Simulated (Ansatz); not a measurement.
# SrTiO3: stress against strain

SrTiO3 (cubic perovskite, Pm-3m, 11.451 Å³/atom at rest) under an equal strain ε in the (111) plane with the normal axis free, as in a coherent film. LDA in Ansatz, a plane-wave DFT program (PAW, default set), 420 eV, 9×9×9 Γ-centred mesh, Fermi-Dirac smearing 0.05 eV; ions are relaxed within the symmetry of each cell. Stress is positive for a compressed cell.

Here s stands for strain and y for stress xx.

```
strain (%)  stress xx (GPa)
----------  ---------------
-2.50                     ?
-1.00                  4.12
-0.50                  2.03
0.00                   0.00
0.50                  -1.97
1.00                  -3.88
```

Taking a straight line for y over the 5 complete rows: Means: s 0, y 0.060. About the means, the sum of products is -10.000 and the sum of squares of s is 2.5000; the slope is their ratio. Least squares gives y = 0.060 - 4.0000·s. Residuals (row less fit): 0.060, -0.030, -0.060, -0.030, 0.060; standard error 0.065 (degrees of freedom: 3). The slope gives the biaxial elastic modulus of this plane = 400 ± 4 GPa.

Question: Predict the withheld y at s = -2.50 from the fit, and compare with the calculation.

Answer: y = 0.060 - 4.0000 × (-2.5) = 10.060 GPa. The calculation gives 10.77 GPa, 0.710 GPa above the prediction (4.8 % of the range of y in the table). The row lies outside the fitted rows, so this is an extrapolation. From the scatter of the fitted rows alone, a prediction at this place has a standard error of 0.125 GPa, so the miss is 5.7 times that.

One order more, fitted to all 11 runs of the series, follows each within 0.01, so the miss is the next term of a smooth law. The primitive cell can neither tilt nor turn polar against its symmetry, as such crystals can under strain. SrTiO3 is here the ideal cubic form; the compound distorts at low or room temperature. Rows are the converged runs of the series near zero and its far end; series whose fitted rows scatter by over a few per cent of the range, as at a crossing or softening among them, aren't shown in this form. Most that stay on the fit to the last digits aren't either.
